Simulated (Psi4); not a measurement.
Psi4 1.11, unrestricted B3LYP/def2-svp: [CH2]CCC(C)=O, charge 0, multiplicity 2, 15 atoms. The geometry is a generated start, not checked to be a minimum at this level.

```
Property                              Value
--------------------------  ---------------
task                                 energy
method                                b3lyp
basis                              def2-svp
memory                                 3 GB
maxiter                                 100
keys of the molecule block      symmetry c1
scf_type                       df (default)
e_convergence               1e-06 (default)
d_convergence               1e-06 (default)
dft_radial_points              75 (default)
dft_spherical_points          302 (default)
basis functions                         129
grid points                          317715
```

```xyz
15

C      2.4394    -0.2526    -0.0556
C      1.0435     0.0054    -0.4433
C      0.1270     0.1809     0.7846
C     -1.2501     0.6693     0.3865
C     -2.0862    -0.3251    -0.3775
O     -1.6402     1.7785     0.6474
H      2.8917     0.3130     0.7373
H      3.0534    -0.9206    -0.6237
H      0.6812    -0.8069    -1.0774
H      0.9809     0.9334    -1.0314
H      0.0408    -0.7721     1.3055
H      0.5733     0.9139     1.4572
H     -3.0732     0.0842    -0.5691
H     -1.6058    -0.5504    -1.3260
H     -2.1756    -1.2510     0.1856
```

Charge 0 and multiplicity 2 are set for this test and not shown to be the ground state.

With the defaults (diis = true, scf_initial_accelerator = adiis, damping_percentage = 0, diis_max_vecs = 10, guess = auto, which took SAD, diis_start = 1, level_shift = 0, level_shift_cutoff = 0.01) it converges in 10 SCF iterations. One run each on 2 threads, with these changes:
- level_shift = 0.5, level_shift_cutoff = 0.001
- diis_max_vecs = 3
- diis_max_vecs = 6
- level_shift = 0.1, level_shift_cutoff = 0.001
- damping_percentage = 60
- diis_max_vecs = 20
- diis_start = 4
- diis = false, scf_initial_accelerator = none, damping_percentage = 60
- guess = core

Task: Name the settings that don't reach the solution of the defaults.

Result: No convergence: diis = false, scf_initial_accelerator = none, damping_percentage = 60 (the run ends without SCF convergence in 100 iterations). The rest reach the solution of the defaults.

```tsv
setting	SCF iterations	end
level_shift = 0.1, level_shift_cutoff = 0.001	9	same solution
the defaults	10	same solution
diis_max_vecs = 6	10	same solution
level_shift = 0.5, level_shift_cutoff = 0.001	10	same solution
diis_max_vecs = 20	10	same solution
diis_start = 4	13	same solution
diis_max_vecs = 3	14	same solution
guess = core	15	same solution
damping_percentage = 60	76	same solution
diis = false, scf_initial_accelerator = none, damping_percentage = 60	100	no convergence
```
